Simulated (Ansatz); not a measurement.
Base system: SiC (space group P6_3mc, No. 186).

Space group P6₃mc (No. 186); a = b = 3.078 Å, c = 10.076 Å, α = β = 90.00°, γ = 120.00°

```
atom  site  symmetry       x       y       z
----  ----  --------  ------  ------  ------
Si      2a       3m.  0.0000  0.0000  0.0003
Si      2b       3m.  0.3333  0.6667  0.2502
C       2a       3m.  0.0000  0.0000  0.3129
C       2b       3m.  0.3333  0.6667  0.0622
```

Computed with PBEsol, PAW, 420 eV (Ansatz, a first-principles code; no spin-orbit coupling).

Strains are applied to the cell and any free atomic positions relax.

One change was made to it. Results:

| quantity | base | after |
|---|---|---|
| energy relative to the base (free energy F) | 0 meV/atom | +15 meV/atom |
| valence-band top at Γ (three highest levels, from the VBM) | 0.00, 0.00, -0.05 eV | 0.00, 0.00, -0.05 eV |
| gap character | indirect, Γ → M | indirect, Γ → M |
| band gap | 2.12 eV | 2.12 eV |
| pressure (mean of the normal stresses, compression positive) | -0.01 GPa | 10.99 GPa |

Question: Which of these changes matches the shifts?
(A) isotropic strain −2.25 %
(B) isotropic strain −0.75 %
(C) isotropic strain −3.00 %
(D) isotropic strain −1.50 %

Answer: D, isotropic strain −1.50 %. For comparison, the energy relative to the base in the other runs: isotropic strain −2.25 % gives +35 meV/atom; isotropic strain −3.00 % gives +63 meV/atom; isotropic strain −0.75 % gives +3.7 meV/atom.

Stability against distortions was not tested.
